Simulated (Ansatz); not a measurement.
C: pressure series

Base system: C in the diamond structure (space group Fd-3m, No. 227).

```xyz
2
Lattice="0.0000 1.7769 1.7769 1.7769 0.0000 1.7769 1.7769 1.7769 0.0000" Properties=species:S:1:pos:R:3 pbc="T T T"
C      0.0000     0.0000     0.0000
C      0.8884     0.8884     0.8884
```

Cell and atoms are relaxed at each pressure.

Computed with PBEsol, PAW, 420 eV (Ansatz, an electronic-structure program; spin-orbit coupling left out).

Notes on the quantities. hole mass: degenerate bands, along [100]; enthalpy: H = E + PV relative to the base's energy.

```csv
change,hole mass,band gap,shortest interatomic distance,enthalpy,density
base,"0.29, 0.29, 0.52 mₑ (at Γ)",4.03 eV,1.539 Å,–,3.55 g/cm³
pressure −2 GPa,"0.29, 0.29, 0.52 mₑ (at Γ)",4.02 eV,1.541 Å,-0.07 eV/atom,3.54 g/cm³
pressure −1 GPa,"0.29, 0.29, 0.52 mₑ (at Γ)",4.03 eV,1.540 Å,-0.04 eV/atom,3.55 g/cm³
pressure 0.9 GPa,"0.29, 0.29, 0.52 mₑ (at Γ)",4.04 eV,1.538 Å,+0.03 eV/atom,3.56 g/cm³
pressure 2.1 GPa,"0.29, 0.29, 0.52 mₑ (at Γ)",4.05 eV,1.536 Å,+0.07 eV/atom,3.57 g/cm³
pressure 9 GPa,"0.29, 0.29, 0.53 mₑ (at Γ)",4.08 eV,1.529 Å,+0.31 eV/atom,3.62 g/cm³
pressure 15 GPa,"0.28, 0.28, 0.54 mₑ (at Γ)",4.10 eV,1.523 Å,+0.52 eV/atom,3.67 g/cm³
pressure 22.5 GPa,"0.28, 0.28, 0.54 mₑ (at Γ)",4.14 eV,1.515 Å,+0.77 eV/atom,3.72 g/cm³
pressure 30 GPa,"0.28, 0.28, 0.55 mₑ (at Γ)",4.17 eV,1.508 Å,+1.02 eV/atom,3.77 g/cm³
```

Load acts through the strain it causes; cell and atoms are relaxed under it. Effective masses come from finite differences of ±0.01 Å⁻¹. Stability against distortions was not tested. Competing high-pressure phases were not computed.
